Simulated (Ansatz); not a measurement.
Consider Re in the hcp (Mg type) structure (space group P6_3/mmc, No. 194; a = 2.776 Å, c = 4.481 Å; relaxed with 0.1 eV smearing). Axes: x lies along a and z along c of the hexagonal cell.

Computed with plane-wave PAW DFT at the PBE level (Ansatz, an electronic-structure program, 420 eV), no SOC.

The change: the cell is stretched by 0.50 % along z with no lateral relaxation, atoms relaxed at fixed cell.

**Question.** What happens to the stress?

**Answer.** The stress (xx, yy, zz, yz, xz, xy; compression positive) is (-1.1, -1.1, -3.2, 0.0, 0.0, 0.0) GPa.

**Question.** Predict the new energy relative to the base.

**Answer.** The energy rises by 0.8 meV/atom.

The cells carry an imposed strain or load. No phonon test of stability was made. The final runs are not spin-polarised.
